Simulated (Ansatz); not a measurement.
The (31-40) face of hcp Y can be cut between different planes. Symmetric, stoichiometric slabs relaxed in the 1x1 cell (74.9 Å²): top plane Y, 0.59 Å over the next in the ideal cut; top plane Y, 0.29 Å over the next in the ideal cut.

The numbers are results of PBE (plane waves to 420 eV, PAW; Ansatz, a first-principles code), not measurements.

**Question.** Order them by surface energy (lowest first) at the level PBE.

**Answer.** the cut with an outer spacing of 0.59 Å (1.02 J/m²), the cut with an outer spacing of 0.29 Å (1.09 J/m²)
